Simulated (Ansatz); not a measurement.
## ZnSe (model structure, started from the BN type, Pm-3n, No. 223, 12 atoms in the cell)

The numbers are results of PBEsol (plane waves, PAW; Ansatz, an electronic-structure program), not measurements.

Settings: plane-wave cutoff 520 eV, 6×6×6 k mesh, Fermi–Dirac smearing 0.01 eV, scalar-relativistic PAW data made under PBE.

Cell (relaxed at this level):

```cif
data_Se6Zn6
_chemical_formula_sum 'Zn6 Se6'
_space_group_name_H-M_alt 'Pm-3n'
_space_group_IT_number 223
_space_group_name_Hall '-P 4n 2 3'
_cell_length_a 6.94641
_cell_length_b 6.94641
_cell_length_c 6.94641
_cell_angle_alpha 90.000
_cell_angle_beta 90.000
_cell_angle_gamma 90.000
loop_
_atom_site_label
_atom_site_type_symbol
_atom_site_symmetry_multiplicity
_atom_site_Wyckoff_symbol
_atom_site_fract_x
_atom_site_fract_y
_atom_site_fract_z
_atom_site_occupancy
Zn1 Zn 6 c 0.00000 0.50000 0.25000 1
Se1 Se 6 d 0.00000 0.25000 0.50000 1
```

```
Item                 Value
--------  ----------------
band gap  1.23 eV (direct)
```

Note: the relaxation could raise the start's symmetry but not lower it, so the cell can be a saddle point.

Spin–orbit coupling is not included.

Computed values are for the static lattice.

It cost roughly 110 core-seconds of CPU time.

A model structure was made by putting elements into a prototype or built by hand; it is no filed structure, need not be a known phase, and can be a saddle point held by its symmetry.
